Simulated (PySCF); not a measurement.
PySCF 2.14.0, CCSD(T) (frozen core)/cc-pvdz: bromine (BrBr), 2 atoms. The geometry is a generated start, not checked to be a minimum at this level.

```yaml
basis: cc-pvdz
two_electron_scheme: exact four-centre integrals
frozen_core: true
mol.max_memory: 7000 MB
mf.init_guess: minao (default)
mf.DIIS: CDIIS (default)
mf.diis_space: 8 (default)
mf.conv_tol: 1e-09 (default)
basis functions (reference run): 54
```

```xyz
2

Br     1.1424    -0.0176     0.0092
Br    -1.1424     0.0176    -0.0092
```
Charge 0, spin multiplicity 1.

Differences are taken against the run with all virtual orbitals; no run here is proven converged. Each setting ran once; only counts and results are compared.

Settings tried, all else as in the reference:
- FNO threshold = 3e-05
- FNO threshold = 0.0001
- FNO threshold = 1e-05
- FNO threshold = 0.001
- FNO threshold = 1e-06
- FNO threshold = 0.0003
- FNO threshold = 0.003

### Question
Which settings reproduce the reference to 0.10 meV/atom in energy?

### Answer
Within it: FNO threshold = 3e-05; FNO threshold = 1e-06; FNO threshold = 0.0003; FNO threshold = 1e-05; FNO threshold = 0.0001. Outside: FNO threshold = 0.001; FNO threshold = 0.003.

| setting | frozen orbitals (core included) | energy against the reference |
|---|---|---|
| the reference | — | — |
| FNO threshold = 3e-05 | 28 | under 0.001 meV/atom |
| FNO threshold = 1e-06 | 28 | under 0.001 meV/atom |
| FNO threshold = 0.0003 | 28 | under 0.001 meV/atom |
| FNO threshold = 1e-05 | 28 | under 0.001 meV/atom |
| FNO threshold = 0.0001 | 28 | under 0.001 meV/atom |
| FNO threshold = 0.001 | 29 | +7.4 meV/atom |
| FNO threshold = 0.003 | 30 | +22 meV/atom |

Total energies are compared; such shifts often cancel in part in energy differences. The FNO energies hold the MP2 energy of the dropped orbitals. The tolerance is a choice made for this comparison.
